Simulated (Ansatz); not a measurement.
**fcc Cu (1 1 1) on wurtzite ZnO (0 0 1) (film strained to the substrate, started from cuts of the bulks and a machine-learned relaxation; slabs Zn24O24 and Cu35, which can lie off the formulas)**

A periodic stack without vacuum, fcc Cu (1 1 1) on wurtzite ZnO (0 0 1) (film strained to the substrate, started from cuts of the bulks and a machine-learned relaxation; slabs Zn24O24 and Cu35, which can lie off the formulas): substrate slab Zn24O24, film Cu35, surface cells [[-2, -2], [0, -2]] and [[1, -3], [3, -2]], film strained by -3.4 and -3.4 %, outermost planes Zn/O and Cu/Cu as cut, which need not be the usual terminations and can put a slab off its formula.

The start was prepared with a machine-learned potential, and the result is one local minimum, with the in-plane cell held and forces under 0.04 eV/Å; the film can end far from its bulk form.

The numbers are results of PBE (plane waves to 420 eV, PAW; Ansatz, a program for electronic structure), not measurements. Spin–orbit coupling is left out; the runs are not spin-polarised; PBE gaps are too small against experiment. Its k-point mesh 5×5×1, Fermi–Dirac width 0.05 eV.

| Property | Result |
|---|---|
| interface area | 37.3 Å² |
| period | 27.28 Å |
| heights between the nearest atoms of the two slabs at the two interfaces | 0.95 and 1.87 Å |
| Cu–Zn contacts across the interfaces within 1.22 times the sum of covalent radii | 12, mean 2.50 Å |
| Cu–O contacts across the interfaces within 1.22 times the sum of covalent radii | 12, mean 1.97 Å |

```xyz
83
Lattice="6.5590 0.0001 0.0184 3.2795 5.6802 -0.0236 -1.0144 1.2575 27.2729" Properties=species:S:1:pos:R:3 pbc="T T T"
Zn     3.4260     3.5142     0.9692
Zn     1.5614     1.1139     0.9797
Zn     6.9641     3.9264     0.9686
Zn     5.0919     0.9411     1.0217
Zn     3.4095     1.8899     3.6355
Zn     5.0675     4.7529     3.5809
Zn     6.6962     1.9428     3.6446
Zn     8.3741     4.7482     3.6321
O      3.4393     3.7758     2.9091
O      1.7617     0.9670     2.9212
O      6.7259     3.8250     2.9111
O      5.0698     0.9629     2.9714
O      3.4136     1.9174     5.5993
O      5.0593     4.7639     5.5602
O      6.6960     1.9329     5.6083
O      8.3466     4.7622     5.5957
Zn     3.4263     3.8176     6.2760
Zn     1.7696     0.9754     6.2881
Zn     6.6954     3.8316     6.2864
Zn     5.0572     0.9811     6.2985
Zn     3.4076     1.9393     8.9490
Zn     5.0487     4.7843     8.9386
Zn     6.6855     1.9477     8.9589
Zn     8.3335     4.7851     8.9468
O      3.4142     3.8297     8.2490
O      1.7666     0.9926     8.2610
O      6.6923     3.8380     8.2592
O      5.0511     0.9933     8.2704
O      3.4016     1.9454    10.9252
O      5.0433     4.7970    10.9121
O      6.6751     1.9642    10.9350
O      8.3342     4.8002    10.9228
Zn     3.4071     3.8430    11.5970
Zn     1.7508     1.0148    11.6094
Zn     6.6879     3.8641    11.6051
Zn     5.0415     1.0139    11.6330
Zn     3.3808     1.9538    14.2757
Zn     5.0352     4.8174    14.2435
Zn     6.6628     2.0037    14.2811
Zn     8.3432     4.8152    14.2703
O      3.4154     3.8336    13.5712
O      1.7220     1.0286    13.5835
O      6.6965     3.8993    13.5789
O      5.0376     1.0270    13.6194
O      3.1520     1.8222    16.2088
O      5.0332     4.8367    16.1907
O      0.0920     2.2975    16.1908
O      2.0290     4.7059    16.1839
Cu     4.1159     2.1617    17.7796
Cu     1.7546     2.9484    17.1460
Cu     5.9741     3.7190    17.4759
Cu     3.5872     4.5917    17.4714
Cu     7.8132     5.4009    17.7596
Cu     5.5342     6.2199    17.4659
Cu    -0.1173     1.3009    17.7629
Cu     2.6920     5.6683    19.7719
Cu     3.6217     0.7967    19.8131
Cu     1.3229     1.6171    19.7216
Cu     5.5013     2.4291    19.8073
Cu     3.1397     3.2651    19.7363
Cu     7.3609     4.0132    19.7251
Cu     5.0335     4.8544    19.5983
Cu     4.5623     3.5205    21.8869
Cu     2.2091     4.3327    21.8865
Cu     6.4275     5.1275    21.8716
Cu     4.1042     5.9494    21.8366
Cu     5.0216     1.0846    21.9656
Cu     2.6934     1.9067    21.9132
Cu     0.3543     2.7017    21.8888
Cu    -0.1240     1.3677    24.0120
Cu     4.0887     2.1824    24.1366
Cu     1.7536     3.0069    24.0622
Cu     5.9755     3.7840    24.0495
Cu     3.6212     4.6054    23.9831
Cu     7.8146     5.4146    24.0676
Cu     5.5019     6.2375    23.9817
Cu     4.9963     4.8843    26.0700
Cu     2.6917     5.7304    26.0704
Cu     6.8894     6.5014    26.2692
Cu     1.3014     1.6230    26.1051
Cu     5.5110     2.4597    26.2878
Cu     3.1370     3.2925    26.2860
Cu     0.8038     4.0820    26.3595
```
